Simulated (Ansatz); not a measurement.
System: antifluorite Mg₂C (high-pressure phase). Method: G0W0@HSE06 in Ansatz (plane waves, hard PAW, contour deformation).

The cell has the measured lattice parameters. Conventional cell: a = 5.4480 Å, b = 5.4480 Å, c = 5.4480 Å, α = 90.00°, β = 90.00°, γ = 90.00°.

The quasiparticle gap at Γ at a fixed k mesh 4×4×4:

```json
[
 {"response cutoff": "150 eV, 310 empty bands", "value (eV)": "2.479"},
 {"response cutoff": "200 eV, 477 empty bands", "value (eV)": "2.492"},
 {"response cutoff": "250 eV, 667 empty bands", "value (eV)": "2.500"},
 {"response cutoff": "300 eV, 876 empty bands", "value (eV)": "2.506"}
]
```

Taking the value to converge with the response cutoff E as E^(−3/2), extrapolate from the last two rows.

With y = y∞ + c/w and weights w = 3953 and 5196 for the last two rows, y∞ = (w2 y2 − w1 y1)/(w2 − w1) = (5196 × 2.506 − 3953 × 2.500)/1243 = 2.525 eV, which lies 0.019 beyond the last row. Successive pairs of rows give 2.516, 2.520, 2.525. The limit also hangs on the law assumed, so its last digits aren't firm.

The other settings are not extrapolated, so this is the limit in one setting alone.

The smallest gap on this mesh is 1.69 eV, away from Γ.

Note: GW on a hybrid start was not checked against another program.

Ansatz is a first-principles code.
